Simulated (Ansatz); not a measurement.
The reference is VBiO$_{4}$ (space group I4_1/a, No. 88).

Space group I4₁/a, origin choice 1 (No. 88); a = 5.1210 Å, b = 5.1210 Å, c = 11.6231 Å, α = 90.00°, β = 90.00°, γ = 90.00°

```tsv
atom	site	symmetry	x	y	z
Bi	4a	-4..	0.0000	0.0000	0.0000
V	4b	-4..	0.0000	0.0000	0.5000
O	16f	1	0.2511	0.3610	0.0787
```
(The calculation used a cell of 12 atoms; values per cell refer to that cell.)

All numbers come from DFT with r2SCAN, PAW potentials and a 500 eV plane-wave cutoff in Ansatz (a program for electronic structure), without spin-orbit coupling, earlier PAW set.

For the base:

- Pressure: 0.00 GPa

It is then changed as follows: the cell is scaled by 1.0516 in all directions; the atoms relax in the strained cell.

Task: What happens to the pressure and energy relative to the base?

Result: The pressure (mean of the normal stresses, compression positive) goes from zero to -14.92 GPa; the energy goes up by 112 meV/atom.

Whether these cells are dynamically stable was not tested. Seeded moments were not kept for the base. All final runs are without spin polarisation.
